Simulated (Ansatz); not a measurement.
Effect of biaxial strain −2.50 %, plane normal [001], relaxed out of plane on GaSb

Start from GaSb in the zinc blende structure (space group F-43m, No. 216; a = 6.049 Å). Axes: x, y, z lie along the cube axes.

Perturbation: biaxial strain −2.50 %, plane normal [001], relaxed out of plane (Cartesian); in-plane vectors clamped, the third vector and the atoms free.

The values are results of Kohn–Sham DFT with the LDA functional, run in Ansatz (a program for electronic structure) with PAW and 420 eV plane waves, no SOC, not measurements. k-mesh 13×13×13 (Γ-centred); smearing 0.05 eV (Fermi–Dirac).

```csv
quantity,base,changed,shift
volume per atom,27.66 Å³,26.90 Å³,-0.768 Å³
space group,F-43m (No. 216),I-4m2 (No. 119),–
shortest interatomic distance,4.950 bohr,4.906 bohr,-0.044 bohr
energy relative to the base (free energy F),0 meV/atom,+10 meV/atom,+10 meV/atom
"pressure (mean of the normal stresses, compression positive)",0.00 GPa,1.65 GPa,+1.65 GPa
band gap (uncertain: the Fermi level lies in a band; the base alone),0.07 eV,0.15 eV,+0.08 eV
out-of-plane strain,–,+2.28 %,–
ratio −ε⊥/ε∥,–,0.91,–
mean in-plane stress (compression positive),–,+2.5 GPa,–
```

Cost of the whole job for the changed cell (relaxation, final SCF and bands): roughly 70 core-seconds.

With Sb present, leaving out spin-orbit coupling can change the band edges. Stability against distortions was not tested. The zero or small gap of GaSb can change with the level of theory.
